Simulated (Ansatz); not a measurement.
Ge interstitial in beta Si3N4 (start: void with 6N6Si nearest; 84-site cell, 2×2×2 shifted sampling). Calculation: PBE, PAW (plane waves to 420 eV; Ansatz, a first-principles code). Total energies of the localised charge states, counted from that of charge +2, and their image corrections (point charge with alignment); the host's valence-band maximum lies at 8.028 eV on the cells' energy zero and its gap is 4.25 eV.

| charge | moment (μB) | E − E(first) (eV) | correction (eV) |
|---|---|---|---|
| +2 | not spin-polarised | 0.000 | 1.486 |
| +1 | 1.0 | 10.450 | 0.527 |
| 0 | 0.0 | 21.838 | 0.000 |

**Question.** Derive the transition levels above the valence-band maximum and say which of them are thermodynamic.

**Answer.** A level is the Fermi energy at which two charges have equal formation energy: ε(q/q′) = [E(q′) + corr(q′) − E(q) − corr(q)] / (q − q′) − E_VBM.
ε(+2/+1) = [(10.450 + 0.527) − (0.000 + 1.486)] / 1 − 8.028 = 1.46 eV
ε(+1/0) = [(21.838 + 0.000) − (10.450 + 0.527)] / 1 − 8.028 = 2.83 eV
Thermodynamic levels at least 0.1 eV inside the gap: (+2/+1) at 1.46 eV; (+1/0) at 2.83 eV. Corrections reach 1.49 eV, so the outer levels may be off by several tenths of an eV. Only the charges listed were compared. At charge +3 the carrier sat in host band states, shallow at most. The geometries come from one start. Flagged in the runs: a doubtful potential alignment, a host whose relaxation on this sampling wasn't shown to rest.
